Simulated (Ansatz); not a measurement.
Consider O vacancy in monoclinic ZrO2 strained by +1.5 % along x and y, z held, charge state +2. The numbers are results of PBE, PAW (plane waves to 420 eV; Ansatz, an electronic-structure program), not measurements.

Cell of 96 host sites held at the strained lattice (strain from the relaxed PBE one, atoms relaxed); the Γ point alone; Fermi-Dirac width 0.01 eV, spin-restricted; finite-size errors left in. No zero-point or tunnelling terms. The charge state is imposed; whether it is stable for some Fermi level was not computed. Forms of the defect that were not tried may lie lower.

The step: a nearby O atom hops onto the vacant site; the atom moves 2.27 Å along (0.13, 0.31, -0.24) of the unit cell; the moving atom starts with neighbours O at 2.64; Zr at 2.08, Zr at 2.13, Zr at 2.22 Å and ends with O at 2.64; Zr at 2.08, Zr at 2.13, Zr at 2.22 Å. On the band's own sampling the forward barrier is 0.48 eV. Harmonic modes of the moving O atom alone, all others held, come from finite differences of 0.015 Å. The saddle point's order was not checked, and it lies on a symmetry element of the cell, where a band can be held.

Which three frequencies does the atom have at the start and at the saddle point?

start 9.1, 11.4, 16.0 THz; saddle point 2.6i, 8.9 and 24.0 THz.

What attempt frequency and zero-point change of the barrier follow from these modes alone, and what classical rate at 700 K?

ν = (9.1 × 11.4 × 16.0) / (8.9 × 24.0) ≈ 7.8 THz. The zero-point energy changes the barrier by h/2 × (32.9 − 36.5) THz = -0.007 eV. The classical rate is ν exp(−0.48/0.0603) ≈ 3e9 s⁻¹. One atom's modes give a rough prefactor, not that of the whole cell.
